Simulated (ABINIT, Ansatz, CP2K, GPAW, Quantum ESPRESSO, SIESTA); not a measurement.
# Code comparison for Os (P6_3/mmc, 2 atoms in the cell)

Self-consistent single point.

```yaml
crystal:
  lattice:
    - [1.36500, -2.36425, 0.00000]
    - [1.36500, 2.36425, 0.00000]
    - [0.00000, 0.00000, 4.32000]
  atoms:
    - { symbol: Os, position: [0.33333, 0.66667, 0.25000] }
    - { symbol: Os, position: [0.66667, 0.33333, 0.75000] }
```

Shared settings, as Ansatz (a program for electronic structure) writes them: kpoints.mp_grid.grid = 11 11 6; scf.occupations.method = gaussian; scf.occupations.width = 0.01 Ry. Potentials and cutoffs stand in the table.

```json
[
 {"code": "Ansatz", "model": "PBEsol, default PAW files made with PBE", "pressure (GPa)": "-1.52", "cutoff": "30.9 Ry"},
 {"code": "GPAW", "model": "PBEsol, GPAW PAW datasets PBEsol (made by gpaw-setup)", "pressure (GPa)": "-4.11", "cutoff": "550 eV"},
 {"code": "CP2K", "model": "PBEsol, GPW, DZVP-MOLOPT-SR-GTH basis, GTH-PBE potentials (GTH_POTENTIALS)", "pressure (GPa)": "-3.89", "cutoff": "grid 500 Ry"},
 {"code": "ABINIT", "model": "PBEsol, PAW (JTH v2.0 PBE PAW, files made for PBE)", "pressure (GPa)": "-0.90", "cutoff": "20 Ha"},
 {"code": "SIESTA", "model": "GGA PBEsol, numerical atomic orbitals DZP, PseudoDojo PBEsol standard norm-conserving potentials (rewritten from UPF to PSML)", "pressure (GPa)": "1.93", "cutoff": "grid 350 Ry"},
 {"code": "Quantum ESPRESSO", "model": "PBEsol, SSSP 1.1.2 efficiency (PBE) pseudopotentials", "pressure (GPa)": "-1.01", "cutoff": "40 Ry"}
]
```

On Ansatz's run: spin-orbit coupling is off. Spin polarisation is off.

The spread over the programs that give each value: pressure within 6.04 GPa.

CP2K and SIESTA use small atom-centred bases, whose incompleteness enters pressures, forces and empty levels differently from a plane-wave cutoff. Ansatz's pressure is given at a fixed set of plane waves, as the other plane-wave codes print theirs; with its correction for the finite basis it is -1.44 GPa. In the pressure, GPAW (by 2.85), CP2K (by 2.63) and SIESTA (by 3.19) lie more than 1 GPa from the median of the plane-wave programs.

The starting cell has typed, rounded lattice constants, without a prior relaxation at this level.

Left out of this page: Elk and FLEUR (not drawn, or without a comparable value).

Keys are those of Ansatz 0.2.
